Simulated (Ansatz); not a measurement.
LiBr (model structure, Pm-3m, No. 221, 2 atoms in the cell), treated with PBEsol (plane waves, PAW; Ansatz, a quantum-chemistry and plane-wave program).

Settings: plane-wave cutoff 520 eV, 10×10×10 k mesh, Fermi–Dirac smearing 0.01 eV, scalar-relativistic PAW data made under PBE.

Cell (relaxed at this level):

```cif
data_BrLi
_chemical_formula_sum 'Li1 Br1'
_space_group_name_H-M_alt 'Pm-3m'
_space_group_IT_number 221
_space_group_name_Hall '-P 4 2 3'
_cell_length_a 3.46347
_cell_length_b 3.46347
_cell_length_c 3.46347
_cell_angle_alpha 90.000
_cell_angle_beta 90.000
_cell_angle_gamma 90.000
loop_
_atom_site_label
_atom_site_type_symbol
_atom_site_symmetry_multiplicity
_atom_site_Wyckoff_symbol
_atom_site_fract_x
_atom_site_fract_y
_atom_site_fract_z
_atom_site_occupancy
Li1 Li 1 a 0.00000 0.00000 0.00000 1
Br1 Br 1 b 0.50000 0.50000 0.50000 1
```

**Question.** Give the computed band gap, smallest direct gap on the k points sampled and Γ–Γ gap.

**Answer.** 
* **band gap**: 3.06 eV (indirect)
* **smallest direct gap on the k points sampled**: 3.73 eV
* **Γ–Γ gap**: 4.01 eV

Note: the relaxation could raise the start's symmetry but not lower it, so the cell can be a saddle point.

Spin–orbit coupling is not included.

Cost on a shared machine: very roughly 3 core-seconds.

A model structure was made by putting elements into a prototype or built by hand; it is no filed structure, need not be a known phase, and can be a saddle point held by its symmetry.
